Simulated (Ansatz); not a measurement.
Consider BN in the wurtzite structure (space group P6_3mc, No. 186; a = 2.5541 Å, c = 4.2239 Å).

Modification: 0.0239 electrons added to each cell, a density of 1.0×10^21 cm⁻³, with a uniform compensating background at fixed cell and a 300 K Fermi–Dirac width.

Level of theory: PBE in Ansatz (plane waves to 420 eV, PAW, no SOC), earlier PAW set.

Base, band edges from the VBM (valence, conduction): K -5.37, 5.22; H -3.00, 9.26; M -2.09, 6.68; L -3.54, 6.56; A -1.17, 9.40; Γ 0.00, 8.34 eV.

Task: Give the band edges at the high-symmetry points of the new zone, measured from its valence-band maximum.

Result: 
```
point  valence edge (eV)  conduction edge (eV)
-----  -----------------  --------------------
Γ                   0.00                  8.30
M                  -2.08                  6.65
K                  -5.37                  5.12
A                  -1.17                  9.38
L                  -3.59                  6.53
H                  -3.06                  9.28
```

The gap is 5.12 eV, indirect, Γ → K.

Carriers are added with a uniform compensating background; total energy and stress of such cells depend on the potential's zero and are not compared; many-body gap narrowing is missing at this level. Whether these cells are dynamically stable was not tested.

Ansatz is an electronic-structure program.
